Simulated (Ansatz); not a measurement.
The reference is Be in the hcp (Mg type) structure (space group P6_3/mmc, No. 194; a = 2.264 Å, c = 3.564 Å). Axes: x lies along a and z along c of the hexagonal cell.

All numbers come from r2SCAN, PAW, 500 eV (Ansatz, an electronic-structure program; no spin-orbit coupling).

Before the change:

| Quantity | Value |
|---|---|
| Shortest interatomic distance | 2.210 Å |
| Band gap | zero |

Modification: a free-standing slab of 7 layers (7 atoms, 1 a layer) is cut normal to the z axis, with 15 Å of vacuum and the in-plane cell held at bulk.

**Question.** Predict the new excess energy per area of both faces, shortest interatomic distance, change of the spacing d23 from its bulk value of 1.782 Å, change of the spacing d12 from its bulk value of 1.782 Å and band gap.

**Answer.** The excess energy per area of both faces (slab less bulk energy over the cell's area: twice a surface energy) is 3.7 J/m² (uncertain by up to 0.3 J/m²); the shortest interatomic distance increases by 0.014 Å (2.210 Å → 2.224 Å); the change of the spacing d23 from its bulk value of 1.782 Å amounts to +1.4 %; the change of the spacing d12 from its bulk value of 1.782 Å is +3.0 %; the band gap stays zero.

The excess energy carries the mismatch between the slab's and the bulk's meshes. No phonon test of stability was made.
